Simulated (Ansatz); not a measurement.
We consider CsCl-type CoAl, described by PBE (plane waves, PAW; Ansatz, a program for electronic structure).

Numerical settings: plane-wave cutoff 520 eV, 22×22×22 k mesh, Fermi–Dirac smearing 0.041 eV (set by the program), no spin polarisation, scalar-relativistic PAW data made under PBE.

Cell (relaxed at this level):

```cif
data_AlCo
_chemical_formula_sum 'Al1 Co1'
_space_group_name_H-M_alt 'P 1'
_space_group_IT_number 1
_cell_length_a 2.85199
_cell_length_b 2.85199
_cell_length_c 2.85199
_cell_angle_alpha 90.000
_cell_angle_beta 90.000
_cell_angle_gamma 90.000
loop_
_space_group_symop_operation_xyz
  'x, y, z'
loop_
_atom_site_label
_atom_site_type_symbol
_atom_site_fract_x
_atom_site_fract_y
_atom_site_fract_z
_atom_site_occupancy
Al1 Al 0.50000 0.50000 0.50000 1
Co1 Co 0.00000 0.00000 0.00000 1
```

Q: What does this level give for the elastic constant C11, polycrystal shear modulus (Hill average), elastic constant C44 and elastic constant C12?

A: 
elastic constant C11: 293 GPa
polycrystal shear modulus (Hill average): 115 GPa
elastic constant C44: 140 GPa
elastic constant C12: 122 GPa

Elastic constants are with the ions relaxed.

Computed values are for the static lattice.

The result took about 4 core-minutes (a rough figure).
